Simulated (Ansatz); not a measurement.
Input:

Host crystal: tetragonal HfO2, with a band gap (PBE, scalar-relativistic without spin-orbit coupling).

End structure of CO on the 1x1 (101) surface of tetragonal HfO2 (a metastable polymorph) (cut with top plane O), one in a 2x1 cell, started at the site 'top O #2':

```
CELL_PARAMETERS angstrom
      7.20873     0.00000     0.00000
      0.00000     6.37980     0.00000
      0.00000     0.00000    27.00000
ATOMIC_POSITIONS crystal
  O  0.25000 0.49823 0.35994
  O  0.75000 0.49823 0.35994
  O  0.00000 0.06249 0.36635
  O  0.50000 0.06249 0.36635
  Hf 0.00000 0.67743 0.39515
  Hf 0.50000 0.67743 0.39515
  Hf 0.25000 0.20103 0.38953
  Hf 0.75000 0.20103 0.38953
  O  0.25000 0.82681 0.41413
  O  0.75000 0.82681 0.41413
  O  0.00000 0.39012 0.42622
  O  0.50000 0.39012 0.42622
  O  0.25000 0.16626 0.46739
  O  0.75000 0.16626 0.46739
  O  0.00000 0.72762 0.47620
  O  0.50000 0.72762 0.47620
  Hf 0.00147 0.35500 0.50297
  Hf 0.49853 0.35500 0.50297
  Hf 0.25000 0.86990 0.49778
  Hf 0.75000 0.87094 0.49612
  O  0.25000 0.49721 0.52259
  O  0.75000 0.49393 0.52467
  O  0.00440 0.05881 0.53267
  O  0.49560 0.05881 0.53267
  O  0.25000 0.82793 0.57524
  O  0.75000 0.83897 0.57247
  O  0.00344 0.39788 0.58699
  O  0.49656 0.39788 0.58699
  Hf 0.99760 0.02531 0.61024
  Hf 0.50240 0.02531 0.61024
  Hf 0.25000 0.54131 0.60657
  Hf 0.75000 0.55442 0.60543
  O  0.25000 0.15112 0.63494
  O  0.75000 0.16545 0.63382
  O  0.98296 0.73136 0.64110
  O  0.51704 0.73136 0.64110
  C  0.25000 0.52149 0.69691
  O  0.25000 0.52183 0.73888
```

Model: 38-atom slab, 7.6 Å thick at the start under the adsorbate (thin: gaps and levels are the slab's own), 2x3x1 mesh, Fermi-Dirac 0.01 eV, dipole correction, single point; on the structure that PBE left under its start's symmetry; no spin, no spin-orbit, no U, no dispersion correction. At the end it is bonded to Hf. In PBE it is, or lies within 0.03 eV of, the lowest of the starts that converged; the order may differ at this level.

A negative adsorption energy means that the adsorbate is more stable on the surface than in its reference.

Task: What is the computed adsorption energy against CO(g) at the same level (HSE06, at the PBE geometry (Ansatz, a program for electronic structure))?

Result: -0.40 eV

Task: What change of the step from the bottom to the top vacuum level, against the clean slab does HSE06, at the PBE geometry give?

Result: -0.44 eV
